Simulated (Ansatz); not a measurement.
Consider CdS in the zinc blende structure (space group F-43m, No. 216; a = 5.824 Å). Axes: x, y, z lie along the cube axes.

Now apply this change: uniaxial strain ε_zz = +2.00 %, all other strain components held at zero; the atoms relax in the strained cell.

All numbers come from Ansatz (a quantum-chemistry and plane-wave program) PBEsol, spin-orbit coupling left out.

**Question.** Give the band edges at the high-symmetry points of the new zone, measured from its valence-band maximum.

**Answer.** 
```tsv
point	valence edge (eV)	conduction edge (eV)
Γ	0.00	0.95
X	-1.88	3.38
P	-2.20	5.23
N	-0.72	2.84
M	-1.82	3.45
S	-1.45	4.19
S₀	-1.45	4.19
R	-2.18	5.28
G	-2.18	5.28
```

The gap is 0.95 eV, direct at Γ.

Stability against distortions was not tested. k-point labels follow each cell's own Brillouin zone.
